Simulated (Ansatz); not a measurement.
**A computed series for ZrS2: thickness series**

Start from ZrS2 in the CdI2 type structure (space group P-3m1, No. 164; a = 3.5781 Å, c = 5.5398 Å; layered, stacked along the Cartesian z axis).

Free-standing slabs (3 atom(s) a layer) normal to the stacking axis with 15 Å of vacuum; in-plane cell relaxed.

All numbers come from plane-wave PAW DFT at the PBEsol-D3(BJ) level (Ansatz, a quantum-chemistry and plane-wave program, 420 eV), spin-orbit coupling left out.

Notes on the quantities. excess energy per area of both faces: slab less bulk energy over the cell's area: twice a surface energy.

```tsv
change	band gap	smallest direct gap	excess energy per area of both faces
base	0.29 eV	1.22 eV	–
1 layer	0.94 eV	1.61 eV	0.65 J/m²
2 layers	0.82 eV	1.56 eV	0.69 J/m²
3 layers	0.76 eV	1.53 eV	0.70 J/m²
```

The excess energy carries the mismatch between the slab's and the bulk's meshes. No phonon test of stability was made. A zero or small gap of ZrS2 can be the functional's error rather than a property of the material.
